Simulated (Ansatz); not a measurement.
CsCl-type RuAl was calculated with revPBE in Ansatz (PAW).

Total energies, extrapolated to zero smearing (they compare only within this program, potentials and cutoff):

```tsv
system	energy (eV/atom)
CsCl-type RuAl, relaxed	-3212.3870
fcc Al	-539.6206
hcp Ru	-5883.8779
```

Problem. Work out the enthalpy of formation per atom.

Solution. ΔH_f ≈ ΔE = -3212.3870 − [1 × (-539.6206) + 1 × (-5883.8779)]/2 = -0.638 eV/atom (0 K, no vibrations). The reference value is -0.644 ± 0.02 eV/atom (measured, 298 K, copied from a table, unchecked, no zero-point or thermal correction; as tabulated in Wang et al. (2021), doi:10.1038/s41598-021-94550-5), a difference of +0.006 eV/atom.

The PAW data were made under PBE.

Ansatz is a quantum-chemistry and plane-wave program.
